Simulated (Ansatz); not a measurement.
Pressure series in Mo

Consider Mo in the bcc (W type) structure (space group Im-3m, No. 229; a = 3.151 Å).

Cell and atoms are relaxed at each pressure.

All numbers come from r2SCAN (Ansatz, an electronic-structure program), no spin-orbit coupling, earlier PAW set.

Notes on the quantities. enthalpy: H = E + PV relative to the base's energy.

| change | enthalpy | lattice parameter a |
|---|---|---|
| base | – | 5.954 bohr |
| pressure −2 GPa | -0.20 eV/atom | [?] |
| pressure −1 GPa | -0.10 eV/atom | 5.962 bohr |
| pressure 1.8 GPa | +0.18 eV/atom | [?] |
| pressure 4.2 GPa | +0.41 eV/atom | 5.925 bohr |
| pressure 9 GPa | +0.86 eV/atom | 5.893 bohr |
| pressure 18 GPa | +1.70 eV/atom | 5.839 bohr |
| pressure 30 GPa | +2.79 eV/atom | 5.776 bohr |
| pressure 45 GPa | +4.10 eV/atom | 5.708 bohr |
| pressure 60 GPa | +5.37 eV/atom | [?] |

Question: Some entries are withheld; estimate them.

Answer: 
- pressure −2 GPa, lattice parameter a: 5.969 bohr
- pressure 1.8 GPa, lattice parameter a: 5.941 bohr
- pressure 60 GPa, lattice parameter a: 5.648 bohr

Load acts through the strain it causes; cell and atoms are relaxed under it. No phonon test of stability was made. Competing high-pressure phases were not computed. The final runs are not spin-polarised.
